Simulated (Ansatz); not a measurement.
Consider the following.

```
CELL_PARAMETERS angstrom
      0.00000     2.47107     2.47107
      2.47107     0.00000     2.47107
      2.47107     2.47107     0.00000
ATOMIC_POSITIONS crystal
  Pb 0.00000 0.00000 0.00000
```

These are PBEsol, DFPT electron-phonon coupling, linearised Boltzmann equation (plane waves, PAW, scalar-relativistic; Ansatz, a first-principles code) values and carry that method's errors. Cell: relaxed with this functional, without spin-orbit coupling.

### Question
Predict λ, the logarithmic mean phonon energy and the superconducting Tc for μ* = 0.13 referred to 6.1 meV.

### Answer
λ = 1.08, ħω_log = 5.4 meV, Tc 4.5 K from the anisotropic Eliashberg equations. μ* is a chosen number, and Tc is 5.9 K at 0.08 and 3.8 K at 0.16.

A metal at this level (no band gap). The phonons are harmonic. Spin-orbit coupling is left out, which matters with elements this heavy. The self-energy correction of the phonons between q points moved λ by 3 %. The run warned that the eigensolver left some states short of its tolerance. Halving the electron mesh (28x28x28) moves the coupling by up to 1 %, Tc by up to 1 %. Smearing 0.20 eV; phonons on a 5x5x5 q mesh, which this run doesn't test.
